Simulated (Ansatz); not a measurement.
We consider Ge (model structure, I-43m, No. 217, 23 atoms in the cell), described by HSE06 (Ansatz, a program for electronic structure, plane waves, PAW).

Settings: plane-wave cutoff 460 eV, 4×4×4 k mesh, Fermi–Dirac smearing 0.01 eV, scalar-relativistic PAW data made under PBE.

Cell (relaxed with PBEsol):

```
CELL_PARAMETERS angstrom
     -5.23945     5.23945     5.23945
      5.23945    -5.23945     5.23945
      5.23945     5.23945    -5.23945
ATOMIC_POSITIONS crystal
  Ge 0.00000 0.00000 0.00000
  Ge 0.27082 0.27082 0.27082
  Ge 0.00000 0.00000 0.72918
  Ge 0.00000 0.72918 0.00000
  Ge 0.72918 0.00000 0.00000
  Ge 0.50000 0.25000 0.75000
  Ge 0.50000 0.75000 0.25000
  Ge 0.75000 0.50000 0.25000
  Ge 0.25000 0.50000 0.75000
  Ge 0.25000 0.75000 0.50000
  Ge 0.75000 0.25000 0.50000
  Ge 0.44051 0.44051 0.16906
  Ge 0.27145 0.27145 0.83094
  Ge 0.72855 0.55949 0.00000
  Ge 0.55949 0.72855 0.00000
  Ge 0.16906 0.44051 0.44051
  Ge 0.83094 0.27145 0.27145
  Ge 0.00000 0.72855 0.55949
  Ge 0.00000 0.55949 0.72855
  Ge 0.44051 0.16906 0.44051
  Ge 0.27145 0.83094 0.27145
  Ge 0.55949 0.00000 0.72855
  Ge 0.72855 0.00000 0.55949
```

**Question.** What does this level give for the band gap, smallest direct gap on the k points sampled and Γ–Γ gap?

**Answer.** 
- band gap = 1.58 eV (indirect)
- smallest direct gap on the k points sampled = 1.69 eV
- Γ–Γ gap = 2.33 eV

Note: the relaxation could raise the start's symmetry but not lower it, so the cell can be a saddle point; cell and atoms aren't relaxed at this level (pressure 0.4 GPa).

Spin–orbit coupling is not included.

Static lattice: no zero-point or thermal effects.

A model structure was made by putting elements into a prototype or built by hand; it is no filed structure, need not be a known phase, and can be a saddle point held by its symmetry.
